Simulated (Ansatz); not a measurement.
**MoTe2 under a change: Te → Si**

Base system: MoTe2 in the 2H-MoS2 type structure (space group P6_3/mmc, No. 194; a = 3.5421 Å, c = 14.1819 Å; layered, stacked along the Cartesian z axis).

Perturbation: full substitution Te → Si, then cell and atoms are relaxed.

All numbers come from Ansatz (a quantum-chemistry and plane-wave program), r2SCAN+rVV10, PAW, cutoff 500 eV, without spin-orbit coupling. Settings: 18×18×4 k-points, 0.05 eV Fermi–Dirac smearing, for the changed cell.

The density shrinks by 1.65 g/cm³ to 5.92 g/cm³ and the lattice parameter a falls by 0.634 Å, from 3.542 Å to 2.908 Å. The c/a ratio increases by 0.005 (4.004 → 4.009) and the space group is still P6_3/mmc (No. 194). The band gap changes from 0.87 eV to zero.

With Te present, leaving out spin-orbit coupling can change the band edges. No phonon test of stability was made. As relaxed here, MoSi2 is a hypothetical phase, not in the database extracts checked. All final runs are without spin polarisation. MoSi2 has a high density of states at the Fermi level and may be magnetic at this level.
